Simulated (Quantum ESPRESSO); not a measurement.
Worked example: self-consistent single point of BeS (F-43m, 2 atoms in the cell) in Quantum ESPRESSO.

Method: PBE, PseudoDojo standard norm-conserving (PBE) pseudopotentials (plane waves; Quantum ESPRESSO).

```
CELL_PARAMETERS angstrom
      0.00000     2.46656     2.46656
      2.46656     0.00000     2.46656
      2.46656     2.46656     0.00000
ATOMIC_POSITIONS crystal
  Be 0.00000 0.00000 0.00000
  S  0.75000 0.75000 0.75000
```

Reference input (self-consistent single point, DFT, PBE, plane waves, PseudoDojo standard norm-conserving (PBE) pseudopotentials): ecutwfc = 90 Ry; occupations = fixed; potentials = {Be: Be.upf, S: S.upf}; K_POINTS = automatic 8 8 8 0 0 0; nbnd = 13; conv_thr = 1e-08 Ry. This run's input differs from it in these lines:

```diff
@@ -26,3 +26,3 @@
 K_POINTS {automatic}
-8 8 8  0 0 0
+4 4 4  0 0 0
 CELL_PARAMETERS {angstrom}
```

The program printed (abridged):

```
     Self-consistent Calculation

     iteration #  1     ecut=    90.00 Ry     beta= 0.70

     Threshold (ethr) on eigenvalues was too large:
     Diagonalizing with lowered threshold

     total energy              =     -50.06569389 Ry
     estimated scf accuracy    <       0.04369965 Ry

     iteration #  2     ecut=    90.00 Ry     beta= 0.70

     total energy              =     -50.06949468 Ry
     estimated scf accuracy    <       0.00308806 Ry

     iteration #  3     ecut=    90.00 Ry     beta= 0.70

     total energy              =     -50.07011144 Ry
     estimated scf accuracy    <       0.00043178 Ry

   [... 2 blocks of this kind left out ...]

     iteration #  6     ecut=    90.00 Ry     beta= 0.70

     total energy              =     -50.07017093 Ry
     estimated scf accuracy    <       0.00000004 Ry

     iteration #  7     ecut=    90.00 Ry     beta= 0.70
     End of self-consistent calculation

     highest occupied, lowest unoccupied level (ev):     4.9754    8.1843

!    total energy              =     -50.07017094 Ry
     estimated scf accuracy    <          9.0E-11 Ry

     convergence has been achieved in   7 iterations

     Forces acting on atoms (cartesian axes, Ry/au):

     atom    1 type  1   force =     0.00000000    0.00000000    0.00000000
     atom    2 type  2   force =     0.00000000    0.00000000    0.00000000

     Total force =     0.000000     Total SCF correction =     0.000000

          total   stress  (Ry/bohr**3)                   (kbar)     P=      -24.47
  -0.00016635   0.00000000   0.00000000          -24.47        0.00        0.00
   0.00000000  -0.00016635  -0.00000000            0.00      -24.47       -0.00
   0.00000000  -0.00000000  -0.00016635            0.00       -0.00      -24.47

   JOB DONE.
```

The run converged in 7 iterations. Against the reference run the free energy rises by 22.8 meV/atom, the pressure goes from -2.91 to -2.45 GPa and the gap on the mesh goes from 3.221 to 3.209 eV.

The starting cell comes from a database of computed structures (which also holds hypothetical and non-ambient phases and stackings), without a prior relaxation at this level. Its lattice was rescaled by a random factor within 2.5 % of one.
